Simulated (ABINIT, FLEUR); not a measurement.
An ABINIT input for a self-consistent single point of TlBi₂ (P6/mmm, 3 atoms in the cell) (DFT, LDA (PW92), plane waves, PAW (JTH v2.0 LDA PAW)):

```
# TlBi2, JTH v2.0 LDA PAW
pp_dirpath "./"
pseudos "Tl.LDA_PW-JTH.xml, Bi.LDA_PW-JTH.xml"
acell 10.5720483871 10.5720483871 6.2850117720
rprim
         1.0000000000   -0.0000000480    0.0000000000
        -0.4999999585    0.8660254278    0.0000000000
         0.0000000000    0.0000000000    1.0000000000
natom 3
ntypat 2
znucl 81 83
typat 1 2 2
xcart
         0.0000000000    0.0000000000    0.0000000000
         2.7972436170    1.6149891764    1.6629425000
         0.0000001549    3.2299786210    1.6629425000
      Angstrom
ecut 40 Ry
pawecutdg 80 Ry
pawxcdev 0
ixc 7
occopt 7
tsmear 0.136 eV
nband 29
kptopt 1
ngkpt 6 6 8
nshiftk 1
shiftk 0 0 0
nstep 80
tolvrs 1.0e-10
prtwf 0
prtden 0
prtvol 1
```

Q: Write the same calculation as an input for FLEUR.

A: This is the input that was run; spellings and numerical settings could be chosen otherwise.

Input of the input generator:

```
TlBi2 crystal
&input film=f /
1.0000000000 -0.0000000480 0.0000000000
-0.4999999585 0.8660254278 0.0000000000
0.0000000000 0.0000000000 0.5944932847
10.5720483871
1.0 1.0 1.0

3
81 0.0000000000 0.0000000000 -0.0000000000
83 0.6666666667 0.3333333333 0.5000000000
83 0.3333333333 0.6666666667 0.5000000000

&comp jspins=1 /
&exco xctyp='vwn' /
&kpt div1=6 div2=6 div3=8 gamma=t /
&end /
```

```xml
<?xml version="1.0" encoding="UTF-8" standalone="no"?>
<fleurInput fleurInputVersion="0.39">
   <comment>
      TlBi2 crystal                                                                                       
   </comment>
   <calculationSetup>
      <cutoffs Kmax="3.8" Gmax="13.3" GmaxXC="13.3" numbands="0"/>
      <scfLoop itmax="80" minDistance="0.00001" maxIterBroyd="15" imix="Anderson" alpha="0.05" precondParam="0.0" spinf="2.0"/>
      <coreElectrons ctail="T" frcor="F" kcrel="0" coretail_lmax="0"/>
      <xcFunctional name="vwn" relativisticCorrections="F"/>
      <magnetism jspins="1"/>
      <soc l_soc="F" theta="0.0" phi="0.0" spav="F"/>
      <expertModes spex="0" secvar="F"/>
      <geometryOptimization l_f="T" forcealpha="1.0" forcemix="BFGS" epsdisp="0.00001" epsforce="0.00001"/>
      <ldaU l_linMix="F" mixParam="0.05" spinf="1.0"/>
   </calculationSetup>
   <cell>
      <bzIntegration valenceElectrons="43.0" mode="gauss" fermiSmearingEnergy="0.00499791">
         <kPointListSelection listName="default-1"/>
         <!-- k-points included here -->
         <xi:include xmlns:xi="http://www.w3.org/2001/XInclude" href="kpts.xml"> </xi:include>
      </bzIntegration>
      <!-- symmetry operations included here -->
      <xi:include xmlns:xi="http://www.w3.org/2001/XInclude" href="sym.xml"> </xi:include>
      <bulkLattice scale="1.0">
         <bravaisMatrix>
            <row-1>   10.5720483871000006    -0.0000005074583226     0.0000000000000000</row-1>
            <row-2>   -5.2860237548099924     9.1556627271605784     0.0000000000000000</row-2>
            <row-3>    0.0000000000000000     0.0000000000000000     6.2850117716544158</row-3>
         </bravaisMatrix>
      </bulkLattice>
   </cell>
   <atomSpecies>
      <species name="Thallium (Tl)" element="Tl" atomicNumber="81">
         <mtSphere radius="2.68" gridPoints="925" logIncrement="0.015"/>
         <atomicCutoffs lmax="10" lnonsphr="8"/>
         <electronConfig flipSpins="F">
            <coreConfig>(1s1/2) (2s1/2) (2p1/2) (2p3/2) (3s1/2) (3p1/2) (3p3/2) (4s1/2) (3d3/2) (3d5/2) (4p1/2) (4p3/2) (5s1/2) (4d3/2) (4d5/2) (4f5/2) (4f7/2) (5p1/2) (5p3/2)</coreConfig>
            <valenceConfig>(6s1/2) (5d3/2) (5d5/2) (6p1/2) (6p3/2)</valenceConfig>
            <stateOccupation state="(6p1/2)" spinUp="0.1666666666667" spinDown="0.1666666666667"/>
            <stateOccupation state="(6p3/2)" spinUp="0.3333333333333" spinDown="0.3333333333333"/>
         </electronConfig>
         <energyParameters s="6" p="6" d="6" f="5"/>
         <lo type="SCLO" l="2" n="5" eDeriv="0"/>
      </species>
      <species name="Bismuth (Bi)" element="Bi" atomicNumber="83">
         <mtSphere radius="2.68" gridPoints="925" logIncrement="0.015"/>
         <atomicCutoffs lmax="10" lnonsphr="8"/>
         <electronConfig flipSpins="F">
            <coreConfig>(1s1/2) (2s1/2) (2p1/2) (2p3/2) (3s1/2) (3p1/2) (3p3/2) (4s1/2) (3d3/2) (3d5/2) (4p1/2) (4p3/2) (5s1/2) (4d3/2) (4d5/2) (5p1/2) (5p3/2) (4f5/2) (4f7/2)</coreConfig>
            <valenceConfig>(6s1/2) (5d3/2) (5d5/2) (6p1/2) (6p3/2)</valenceConfig>
            <stateOccupation state="(6p1/2)" spinUp="0.5" spinDown="0.5"/>
            <stateOccupation state="(6p3/2)" spinUp="1.0" spinDown="1.0"/>
         </electronConfig>
         <energyParameters s="6" p="6" d="6" f="5"/>
         <lo type="SCLO" l="2" n="5" eDeriv="0"/>
      </species>
   </atomSpecies>
   <atomGroups>
      <atomGroup species="Thallium (Tl)">
         <relPos label="                   1">.0000000000 .0000000000 .0000000000</relPos>
         <force calculate="T" relaxXYZ="TTT"/>
      </atomGroup>
      <atomGroup species="Bismuth (Bi)">
         <relPos label="                   2">-1.000/3.000 1.000/3.000 1.000/2.000</relPos>
         <relPos label="                   3">1.000/3.000 -1.000/3.000 1.000/2.000</relPos>
         <force calculate="T" relaxXYZ="TTT"/>
      </atomGroup>
   </atomGroups>
   <output dos="F" band="F" slice="F">
      <checks vchk="F" cdinf="F"/>
      <bandDOS minEnergy="-.5*Htr" maxEnergy="0.5*Htr" sigma="0.015" storeEVData="T"/>
      <vacuumDOS vacdos="F" integ="F" star="F" nstars="0" locx1="0.0" locy1="0.0" locx2="0.0" locy2="0.0" nstm="0" tworkf="0.0"/>
      <unfoldingBand unfoldBand="F" supercellX="1" supercellY="1" supercellZ="1"/>
      <plotting iplot="0" polar="F">
         <plot TwoD="T" vec1="  1.0  0.0  0.0" vec2="  0.0  1.0  0.0" vec3="  0.0  0.0  1.0" zero="  0.0  0.0  0.0" file="plot"/>
      </plotting>
      <chargeDensitySlicing numkpt="0" minEigenval="0.0" maxEigenval="0.0" nnne="0" pallst="F"/>
      <specialOutput eonly="F"/>
      <magneticCircularDichroism mcd="F" energyLo="-10.0" energyUp="0.0"/>
   </output>
  <!-- We include the file relax.xml here to enable relaxations (see documentation) -->
  <xi:include xmlns:xi="http://www.w3.org/2001/XInclude" href="relax.xml"> <xi:fallback/> </xi:include>
</fleurInput>
```

Basis, cutoffs, solver keys and any potentials are the target program's own. This input uses DFT, LDA (Vosko-Wilk-Nusair), all-electron FLAPW (FLEUR), scalar-relativistic valence. LDA parametrisations can differ slightly between programs.

The starting cell comes from a database of computed structures (which also holds hypothetical and non-ambient phases and stackings), without a prior relaxation at this level. For this run, on top of that: lattice scaled by 0.98.
